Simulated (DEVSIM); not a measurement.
System: Co/SiO2/p-Si capacitor, at 300 K.

```tsv
layer (left to right)	material	thickness (nm)	Na (cm⁻³)
1	SiO2	34.0	-
2	Si	13000	1.9e15
```

Metal gate on the left, work function 5 eV. Fixed charge at the semiconductor interface 1.9e10 cm⁻² (in units of +e); interface traps 1e10 cm⁻² eV⁻¹, uniform in energy, neutral level at 0.5 of the gap above the valence band.

This is a model device: material constants are rounded textbook-type values typed into the input, and sizes, dopings and lifetimes were drawn at random. Values at 300 K.

```tsv
parameter	SiO2	Si
gap (eV)	9	1.124
affinity (eV)	0.9	4.05
permittivity	3.9	11.7
Nc (cm⁻³)	-	2.86e19
Nv (cm⁻³)	-	3.1e19
```

Model (solved in DEVSIM): 1D Poisson equation in equilibrium, Boltzmann statistics, complete ionisation; no quantum confinement or tunnelling. Metal contacts follow the ideal Schottky-Mott rule: no Fermi-level pinning, no interface dipoles.

### Question
Give the band bending (positive: bands bend down) and minority sheet density.

### Answer

```csv
Vg (V),ψs (V),minority carriers (cm⁻²)
-1.8,-0.193,< 1e8
-1.5,-0.183,< 1e8
-1.2,-0.170,< 1e8
-0.9,-0.155,< 1e8
-0.6,-0.133,< 1e8
-0.3,-0.097,< 1e8
0,-0.019,< 1e8
0.3,0.164,< 1e8
0.6,0.400,< 1e8
0.9,0.645,5.6e9
1.2,0.737,1.3e11
1.5,0.768,3.0e11
1.8,0.788,4.8e11
2.1,0.802,6.6e11
2.4,0.813,8.4e11
2.7,0.822,1.0e12
3,0.830,1.2e12
```
